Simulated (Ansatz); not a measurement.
Be2C (Fm-3m), PBEsol, rigid bands run with Ansatz (a first-principles code): N_c = 1.48e19 cm⁻³ at 300 K and an electron conductivity mass of 0.301 mₑ.

For 1e17 electrons per cm³ at 300 K, place the Fermi level, estimate the Seebeck coefficient of a parabolic band with constant τ, and give mobility and conductivity for τ = 5 fs.

The level lies k_BT ln(N_c/n) = 0.129 eV below the conduction-band minimum. S ≈ −(k_B/e)[ln(N_c/n) + 5/2] = -646 μV/K, against -644 μV/K from the full bands (mean over directions). μ = eτ/m = 29.2 cm²/(V·s) and σ = neμ = 0.468 S/cm. τ is assumed, not computed.

Band transport and this doping are assumed; polarons and phonon drag are left out. Spin-orbit coupling is left out.

Formula and space group known from diffraction (Crystallography Open Database), not checked to be the room-temperature form: Be2C (Fm-3m).
